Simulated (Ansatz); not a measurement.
**Effect of Os → Ru on Os**

Consider Os in the hcp (Mg type) structure (space group P6_3/mmc, No. 194; a = 2.7383 Å, c = 4.3159 Å).

Now apply this change: full substitution Os → Ru; the structure is relaxed again.

Calculations: r2SCAN (Ansatz, an electronic-structure program; PAW; 500 eV plane waves; spin-orbit coupling left out). k-mesh 20×20×11 (Γ-centred); smearing 0.05 eV (Fermi–Dirac), for the changed cell.

The volume per atom shrinks by 0.52 Å³ to 13.49 Å³ and the density shrinks by 10.10 g/cm³, from 22.54 g/cm³ to 12.44 g/cm³. The lattice parameter a decreases by 0.0338 Å, from 2.738 Å to 2.705 Å and the space group stays P6_3/mmc (No. 194). The shortest interatomic distance decreases by 0.034 Å to 2.641 Å and the band gap is still zero.

Cost of the whole job for the changed cell (relaxation, final SCF and bands): about 120 core-seconds (a rough figure).

Stability against distortions was not tested. The final runs are not spin-polarised.
